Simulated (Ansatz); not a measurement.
Carrier doping in hypothetical P6_422 BN

The reference is BN (space group P6_422, No. 181; a = 2.595 Å, c = 5.797 Å; a hypothetical phase, not in the database extracts checked).

Carriers are added at fixed cell with a uniform background; the Fermi–Dirac width is that of 300 K.

Calculations: Ansatz (a quantum-chemistry and plane-wave program), PBEsol, PAW, cutoff 420 eV, without spin-orbit coupling.

Notes on the quantities. Fermi level from band edge: Fermi level relative to the doped band's edge (positive inside the band; to 0.05 eV).

```csv
hole density (10^21 cm⁻³),Fermi level from band edge (eV)
2,0.50
3,0.65
7,?
20,1.30
```

Task: Fit E_F = C n^s, fitted as a line in log–log form (a parabolic band gives s = 2/3) to the rows shown and predict the withheld row.

Result: Least squares on the printed values gives C = 0.40 eV, s = 0.40 (largest residual 0.03 eV); this predicts 0.86 eV, and the run gives 0.95 eV, 0.09 higher.

Carriers are added with a uniform compensating background; total energy and stress of such cells depend on the potential's zero and are not compared; many-body gap narrowing is missing at this level. Stability against distortions was not tested. The base started in P3_121 and relaxed to P6_422 at this level.
